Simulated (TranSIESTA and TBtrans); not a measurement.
Ga chain with one Si atom in place of Ga

Junction: Ga chain with one Si atom in place of Ga. Leads: straight Ga chain, spacing 2.422 Å. Geometry: 3 atoms about the centre moved by SIESTA (PBE, DZP) to a largest force of 0.02 eV/Å, all others as built, motion along the axis alone.

Computed with TranSIESTA and TBtrans, PBE, DZP numerical orbitals (energy shift 0.15 eV), PseudoDojo norm-conserving scalar-relativistic potentials, mesh cutoff 200 Ry, 300 K, no spin polarisation, no spin-orbit coupling; self-consistent non-equilibrium Green functions.

| Item | Value |
|---|---|
| Conductance at 300 K (G0 = 2e²/h) | 2.50 |
| Mean T from −0.5 to 0.5 eV | 2.03 |

Energies count from the leads' Fermi level. Transmissions are for one spin of a degenerate pair. The energy step is 0.01 eV; narrower resonances are cut or missed.

```tsv
E (eV)	T	lead channels
-2.00	0.90	1
-1.90	0.88	1
-1.80	0.85	1
-1.70	0.80	1
-1.60	0.64	1
-1.50	0	0
-1.40	0	0
-1.30	0	0
-1.20	0	0
-1.10	0	0
-1.00	0	0
-0.90	0	0
-0.80	0	0
-0.70	0	0
-0.60	0	0
-0.50	0.99	1
-0.40	1.00	1
-0.30	1.32	3
-0.20	2.04	3
-0.10	2.41	3
0.00	2.51	3
0.10	2.48	3
0.20	2.40	3
0.30	2.32	3
0.40	2.27	3
0.50	2.25	3
0.60	2.27	3
0.70	2.31	3
0.80	2.37	3
0.90	2.44	3
1.00	2.52	3
1.10	2.60	3
1.20	2.67	3
1.30	2.73	3
1.40	2.78	3
1.50	2.82	3
1.60	2.85	3
1.70	2.88	3
1.80	2.89	3
1.90	2.91	3
2.00	2.92	3
```

The straight chain is held at its spacing; free chains may zigzag or dimerise. No spin-polarised start was tried, so a magnetic state, if there is one, is missed.
